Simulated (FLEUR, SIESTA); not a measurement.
A FLEUR input for a self-consistent single point of Fe₃Rh (Fm-3m, 4 atoms in the cell) (DFT, LDA (Perdew-Zunger), all-electron FLAPW (FLEUR), scalar-relativistic valence):

Input of the input generator:

```
Fe3Rh crystal
&input film=f /
-0.0000000000 5.5869488313 5.5869488313
5.5869488313 -0.0000000000 5.5869488313
5.5869488313 5.5869488313 -0.0000000000
1.0
1.0 1.0 1.0

4
26 0.7500000000 0.7500000000 0.7500000000 : 4.00
26 0.2500000000 0.2500000000 0.2500000000 : 4.00
26 0.0000000000 0.0000000000 0.0000000000 : 4.00
45 0.5000000000 0.5000000000 0.5000000000 : 1.00

&comp jspins=2 /
&exco xctyp='pz' /
&kpt div1=8 div2=8 div3=8 gamma=t /
&end /
```

```xml
<?xml version="1.0" encoding="UTF-8" standalone="no"?>
<fleurInput fleurInputVersion="0.39">
   <comment>
      Fe3Rh crystal                                                                                       
   </comment>
   <calculationSetup>
      <cutoffs Kmax="3.6" Gmax="10.8" GmaxXC="10.8" numbands="0"/>
      <scfLoop itmax="60" minDistance="0.00001" maxIterBroyd="15" imix="Anderson" alpha="0.05" precondParam="0.0" spinf="2.0"/>
      <coreElectrons ctail="T" frcor="F" kcrel="0" coretail_lmax="0"/>
      <xcFunctional name="pz" relativisticCorrections="F"/>
      <magnetism jspins="2"/>
      <soc l_soc="F" theta="0.0" phi="0.0" spav="F"/>
      <expertModes spex="0" secvar="F"/>
      <geometryOptimization l_f="T" forcealpha="1.0" forcemix="BFGS" epsdisp="0.00001" epsforce="0.00001"/>
      <ldaU l_linMix="F" mixParam="0.05" spinf="1.0"/>
   </calculationSetup>
   <cell>
      <bzIntegration valenceElectrons="63.0" mode="gauss" fermiSmearingEnergy="0.00999582">
         <kPointListSelection listName="default-1"/>
         <!-- k-points included here -->
         <xi:include xmlns:xi="http://www.w3.org/2001/XInclude" href="kpts.xml"> </xi:include>
      </bzIntegration>
      <!-- symmetry operations included here -->
      <xi:include xmlns:xi="http://www.w3.org/2001/XInclude" href="sym.xml"> </xi:include>
      <bulkLattice scale="1.0">
         <bravaisMatrix>
            <row-1>    0.0000000000000000     5.5869488313000000     5.5869488313000000</row-1>
            <row-2>    5.5869488313000000     0.0000000000000000     5.5869488313000000</row-2>
            <row-3>    5.5869488313000000     5.5869488313000000     0.0000000000000000</row-3>
         </bravaisMatrix>
      </bulkLattice>
   </cell>
   <atomSpecies>
      <species name="Iron (Fe) 4.000" element="Fe" atomicNumber="26">
         <mtSphere radius="2.21" gridPoints="781" logIncrement="0.016"/>
         <atomicCutoffs lmax="8" lnonsphr="6"/>
         <electronConfig flipSpins="F">
            <coreConfig>(1s1/2) (2s1/2) (2p1/2) (2p3/2)</coreConfig>
            <valenceConfig>(3s1/2) (3p1/2) (3p3/2) (4s1/2) (3d3/2) (3d5/2)</valenceConfig>
            <stateOccupation state="(3d3/2)" spinUp="2.0" spinDown="0.4"/>
            <stateOccupation state="(3d5/2)" spinUp="3.0" spinDown="0.6"/>
         </electronConfig>
         <energyParameters s="4" p="4" d="3" f="4"/>
         <lo type="SCLO" l="0" n="3" eDeriv="0"/>
         <lo type="SCLO" l="1" n="3" eDeriv="0"/>
      </species>
      <species name="Rhodium (R1.000" element="Rh" atomicNumber="45">
         <mtSphere radius="2.21" gridPoints="781" logIncrement="0.016"/>
         <atomicCutoffs lmax="8" lnonsphr="6"/>
         <electronConfig flipSpins="F">
            <coreConfig>(1s1/2) (2s1/2) (2p1/2) (2p3/2) (3s1/2) (3p1/2) (3p3/2) (4s1/2) (3d3/2) (3d5/2)</coreConfig>
            <valenceConfig>(4p1/2) (4p3/2) (5s1/2) (4d3/2) (4d5/2)</valenceConfig>
            <stateOccupation state="(5s1/2)" spinUp="0.5" spinDown="0.5"/>
            <stateOccupation state="(4d3/2)" spinUp="1.6" spinDown="1.6"/>
            <stateOccupation state="(4d5/2)" spinUp="2.9" spinDown="1.9"/>
         </electronConfig>
         <energyParameters s="5" p="5" d="4" f="4"/>
         <lo type="SCLO" l="1" n="4" eDeriv="0"/>
      </species>
   </atomSpecies>
   <atomGroups>
      <atomGroup species="Iron (Fe) 4.000">
         <relPos label="                   1">-1.000/4.000 -1.000/4.000 -1.000/4.000</relPos>
         <relPos label="                   2">1.000/4.000 1.000/4.000 1.000/4.000</relPos>
         <force calculate="T" relaxXYZ="TTT"/>
      </atomGroup>
      <atomGroup species="Iron (Fe) 4.000">
         <relPos label="                   3">.0000000000 .0000000000 .0000000000</relPos>
         <force calculate="T" relaxXYZ="TTT"/>
      </atomGroup>
      <atomGroup species="Rhodium (R1.000">
         <relPos label="                   4">1.000/2.000 1.000/2.000 1.000/2.000</relPos>
         <force calculate="T" relaxXYZ="TTT"/>
      </atomGroup>
   </atomGroups>
   <output dos="F" band="F" slice="F">
      <checks vchk="F" cdinf="F"/>
      <bandDOS minEnergy="-.5*Htr" maxEnergy="0.5*Htr" sigma="0.015" storeEVData="T"/>
      <vacuumDOS vacdos="F" integ="F" star="F" nstars="0" locx1="0.0" locy1="0.0" locx2="0.0" locy2="0.0" nstm="0" tworkf="0.0"/>
      <unfoldingBand unfoldBand="F" supercellX="1" supercellY="1" supercellZ="1"/>
      <plotting iplot="0" polar="F">
         <plot TwoD="T" vec1="  1.0  0.0  0.0" vec2="  0.0  1.0  0.0" vec3="  0.0  0.0  1.0" zero="  0.0  0.0  0.0" file="plot"/>
      </plotting>
      <chargeDensitySlicing numkpt="0" minEigenval="0.0" maxEigenval="0.0" nnne="0" pallst="F"/>
      <specialOutput eonly="F"/>
      <magneticCircularDichroism mcd="F" energyLo="-10.0" energyUp="0.0"/>
   </output>
  <!-- We include the file relax.xml here to enable relaxations (see documentation) -->
  <xi:include xmlns:xi="http://www.w3.org/2001/XInclude" href="relax.xml"> <xi:fallback/> </xi:include>
</fleurInput>
```

Write the same calculation as an input for SIESTA.

This is the input that was run; spellings and numerical settings could be chosen otherwise.

```
# files in the folder: Fe.psml Rh.psml (PseudoDojo LDA standard)
SystemName  Fe3Rh
SystemLabel fe3rh

NumberOfAtoms                4
NumberOfSpecies              2
%block ChemicalSpeciesLabel
  1 26 Fe
  2 45 Rh
%endblock ChemicalSpeciesLabel
LatticeConstant              4.181103 Ang
%block LatticeVectors
     0.000000000    0.707106713    0.707106713
     0.707106713    0.000000000    0.707106713
     0.707106713    0.707106713    0.000000000
%endblock LatticeVectors
AtomicCoordinatesFormat      ScaledCartesian
%block AtomicCoordinatesAndAtomicSpecies
     1.060660070    1.060660070    1.060660070  1
     0.353553357    0.353553357    0.353553357  1
     0.000000000    0.000000000    0.000000000  1
     0.707106713    0.707106713    0.707106713  2
%endblock AtomicCoordinatesAndAtomicSpecies

XC.functional                LDA
XC.authors                   PW92
PAO.BasisSize                DZP
PAO.EnergyShift              0.005 Ry
MeshCutoff                   350 Ry
%block kgrid.MonkhorstPack
    8   0   0  0.0
    0   8   0  0.0
    0   0   8  0.0
%endblock kgrid.MonkhorstPack
OccupationFunction           MP
OccupationMPOrder            0
ElectronicTemperature        0.272 eV
Spin                         polarized
%block DM.InitSpin
  1 +4.00
  2 +4.00
  3 +4.00
  4 +1.00
%endblock DM.InitSpin

MaxSCFIterations             150
SCF.Mixer.Method             Pulay
SCF.Mixer.Weight             0.1
SCF.Mixer.History            8
SCF.DM.Tolerance             1.0E-05
Diag.ParallelOverK           true
WriteForces                  true
Charge.Mulliken              end
```

Basis, cutoffs, solver keys and any potentials are the target program's own. This input uses DFT, LDA PW92, numerical atomic orbitals DZP, PseudoDojo LDA standard norm-conserving potentials (rewritten from UPF to PSML). LDA parametrisations can differ slightly between programs. Both were run: size of the net moment 2.23 μB/atom in FLEUR and 2.30 in SIESTA.

On FLEUR: the starting cell comes from a database of computed structures (which also holds hypothetical and non-ambient phases and stackings), without a prior relaxation at this level. Its lattice was rescaled by a random factor within 2.5 % of one. The magnetic order is the one reached from the typed start; others were not searched systematically. Values depend on the basis (sphere radii, cutoffs, local orbitals), which need not be converged.

On SIESTA: the starting cell comes from a database of computed structures (which also holds hypothetical and non-ambient phases and stackings), without a prior relaxation at this level. Its lattice was rescaled by a random factor within 2.5 % of one. The magnetic order is the one reached from the typed start; others were not searched systematically. Values carry the incompleteness of an atom-centred basis. With a pressure of about -19 GPa the cell is away from its equilibrium volume at this level.
